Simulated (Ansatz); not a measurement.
Ansatz (a quantum-chemistry and plane-wave program) run on BaLuSi2O6F (P-1, 22 atoms in the cell): self-consistent single point.

Computed with PBEsol, default PAW files made with PBE (plane waves; Ansatz).

```
BaLuSi2O6F
1.0
    5.57637     0.00000     0.00000
   -0.38262     7.27647     0.00000
   -1.86211    -2.87245     8.42970
Ba Lu Si O F
2 2 4 12 2
Direct
  0.75782   0.25769   0.04574
  0.24218   0.74231   0.95426
  0.16320   0.14784   0.70058
  0.83680   0.85216   0.29942
  0.38450   0.17750   0.36830
  0.61550   0.82250   0.63170
  0.67840   0.44000   0.70970
  0.32160   0.56000   0.29030
  0.61320   0.31330   0.51730
  0.38680   0.68670   0.48270
  0.16670   0.08880   0.43770
  0.83330   0.91120   0.56230
  0.25160   0.32560   0.27380
  0.74840   0.67440   0.72620
  0.50750   0.01550   0.24970
  0.49250   0.98450   0.75030
  0.44780   0.41400   0.79270
  0.55220   0.58600   0.20730
  0.93120   0.37720   0.80170
  0.06880   0.62280   0.19830
  0.14640   0.09750   0.92330
  0.85360   0.90250   0.07670
```

Reference input (self-consistent single point, DFT, PBEsol, plane waves, default PAW files made with PBE): basis.ecutwfc = 420 eV; kpoints.mp_grid.grid = 3 3 2; hamiltonian.xc = pbesol; hamiltonian.pseudopotentials = {kind: paw} (the program's default PAW files); scf.occupations.method = fermi_dirac; scf.occupations.width = 0.1 eV. This run's input differs from it in these lines:

Ansatz 0.2 input:
```diff
@@ -29,3 +29,3 @@
 basis:
-  ecutwfc: 420.0
+  ecutwfc: 335.0
 kpoints:
```

Output (repeated stretches shortened):

```
SCF iter   1: F=—  HF=-51797.980314 eV  |F-HF|=—  |Δ(HF+E_count)|=         —  Δρ=1.78e-2  dr2=6.15e-1  ethr=1.77e-3  ⟨swp⟩=9.6  Hψ=5551  notcnv=0  defer=3
all-band conjugate gradients solve this SCF's bands
preconditioner: auto → Resta (q_TF=auto, 2.433 Å⁻¹)
SCF iter   2: F=—  HF=-51797.815931 eV  |F-HF|=—  |Δ(HF+E_count)|=   1.64e-1  Δρ=3.55e-3  dr2=1.79e-2  ethr=3.58e-4  ⟨swp⟩=2.0  Hψ=2072  notcnv=0  defer=158
   [... lines left out ...]
SCF iter   6: F=—  HF=-51797.823637 eV  |F-HF|=—  |Δ(HF+E_count)|=   8.69e-5  Δρ=8.05e-5  dr2=2.19e-5  ethr=3.80e-8  ⟨swp⟩=2.0  Hψ=1772  notcnv=0  defer=158
SCF iter   7: F=—  HF=-51797.823655 eV  |F-HF|=—  |Δ(HF+E_count)|=   1.73e-5  Δρ=2.30e-5  dr2=2.43e-6  ethr=1.27e-8  ⟨swp⟩=2.0  Hψ=1563  notcnv=0  defer=158
SCF iter   8: F=—  HF=-51797.823657 eV  |F-HF|=—  |Δ(HF+E_count)|=   2.50e-6  Δρ=9.94e-6  dr2=3.28e-7  ethr=1.41e-9  ⟨swp⟩=2.0  Hψ=1638  notcnv=0  defer=158
SCF iter   9: F=-51797.823657 eV  HF=-51797.823657 eV  |F-HF|=7.55e-9  |Δ(HF+E_count)|=   2.23e-7  Δρ=3.86e-6  dr2=4.60e-8  ethr=5.81e-11  ⟨swp⟩=13.7  Hψ=6435  notcnv=0
SCF 1 converged in 9 iterations: F = -51797.823657 eV  dr2 = 4.60e-8
Free energy (F): -51797.823657 eV
Internal energy: -51797.823657 eV  (E = F + TS)
E sigma→0 (E₀):  -51797.823657 eV
Fermi energy:    7.469539 eV
--- Forces (eV/Å), atoms counted from 1 ---
  atom   1  Ba     0.29520667     0.11264011    -0.18218345
  atom   2  Ba    -0.29520667    -0.11264011     0.18218345
  atom   3  Lu     0.05067175     0.05687860     0.16170407
  atom   4  Lu    -0.05067175    -0.05687860    -0.16170407
  atom   5  Si    -0.23552348     0.06563313     0.39043228
  atom   6  Si     0.23552348    -0.06563313    -0.39043228
  atom   7  Si     0.04388885    -0.15443116     0.05580701
  atom   8  Si    -0.04388885     0.15443116    -0.05580701
  atom   9  O     -0.44952688    -0.09786694     0.16536601
   [... lines left out ...]
  atom  22  F     -0.07777188    -0.04999126     0.38191847
--- Stress (GPa, compression-positive) ---
       -8.770960      -0.063393      -0.001497
       -0.063392      -8.494555      -0.307200
       -0.001498      -0.307200      -8.316566
  P = ⅓ Tr σ = -8.5274 GPa (-85.274 kbar)
  The stress holds the Pulay correction. Without it, at fixed plane waves, as pw.x and ABINIT print it: P = -16.7826 GPa
```

The run converged in 9 iterations. Against the reference run the free energy rises by 106 meV/atom, the pressure moves little (-8.46 to -8.53 GPa), the largest force hardly changes (0.649 to 0.653 eV/Å) and the gap on the mesh goes from 4.536 to 4.523 eV.

The starting cell comes from a database of published, mostly measured structures (it also holds non-ambient and calculated ones), without a prior relaxation at this level. Its lattice was rescaled by a random factor within 2.5 % of one. Spin-orbit coupling is off. Ansatz's pressure includes its estimate of the finite-basis (Pulay) stress. Without the estimate this run gives -16.78 GPa. The cutoff lies below the one recommended for these files.
